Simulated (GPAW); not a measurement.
**Pressure against volume in hcp Cd (space group 194) (GPAW, PBEsol)**

```xyz
2
Lattice="2.8935 0.0000 0.0000 -1.4467 2.5058 0.0000 0.0000 0.0000 5.4568" Properties=species:S:1:pos:R:3 pbc="T T T"
Cd     1.4467     0.8353     4.0926
Cd     0.0000     1.6706     1.3642
```

Method: PBEsol, GPAW PAW datasets PBEsol (made by gpaw-setup) (plane waves; GPAW 25.7.0). Settings: mode = pw; ecut = 585 eV; xc = PBEsol; kpts = 23 23 11; mesh shift (steps) = 0 0 0; occupations.name = fermi-dirac; occupations.width = 0.05 eV; nbands = -10; convergence.density = 1e-05 e/electron; convergence.energy = 1e-05 eV/electron; symmetry.symmorphic = false; symmetry.tolerance = 0.0005; maxiter = 100. The cell above is the first row's. The rows scale it uniformly. In all rows fractional positions and the k mesh are held.

| V (Å^3/atom) | P (GPa) |
|---|---|
| 19.782 | ? |
| 20.213 | 2.10 |
| 20.643 | 0.58 |
| 21.073 | -0.73 |
| 21.503 | -1.88 |
| 21.933 | -2.86 |
| 22.363 | -3.69 |
| 22.793 | -4.41 |
| 23.223 | -5.01 |

Problem. Fit P against V with a cubic, and predict the withheld value at V = 19.782.

Solution. With u = V - 21.7, the rows have u = -1.4870, -1.0570, -0.6270, -0.1970, 0.2330, 0.6630, 1.0930, 1.5230. Least squares gives P = -2.345 - 2.2934·u + 0.4128·u² - 0.03684·u³. Residuals (row less fit): 0.001, -0.004, 0.006, -0.003, -0.003, 0.005, -0.003, 0.000; standard error 0.005 (degrees of freedom: 4). The fitted pressure is zero at V0 = 20.83, where dP/dV = -3.100, so B0 = -V0·dP/dV = 64.6 GPa. At the withheld row, u = -1.9180, so P = -2.345 - 2.2934 × (-1.9180) + 0.4128 × (-1.9180)² - 0.03684 × (-1.9180)³ = 3.832 GPa. The calculation gives 3.84 GPa, 0.008 GPa above the prediction (0.1 % of the range of P in the table). The row lies outside the fitted rows, so this is an extrapolation. From the scatter of the fitted rows alone, a prediction at this place has a standard error of 0.013 GPa, so the miss is 0.6 times that.

Carrying the step between the two nearest rows on in a straight line would have given 3.62, off by 0.22; series whose last step already gives the withheld value aren't shown. The scan was laid around a cell of about the measured size, scaled by a guess for this functional; axis ratios and inner coordinates come from that cell. The runs keep the symmetry of the cell, so they don't test it for distortions. The shape of the cell and the inner coordinates aren't relaxed, so V0 and B0 belong to this uniform scaling; a relaxed crystal lies no higher in energy and is usually softer. Cutoffs and mesh are single choices, not tested for convergence of this quantity. Series with a scatter that would blur these digits, or in which a gap closes, are not shown.
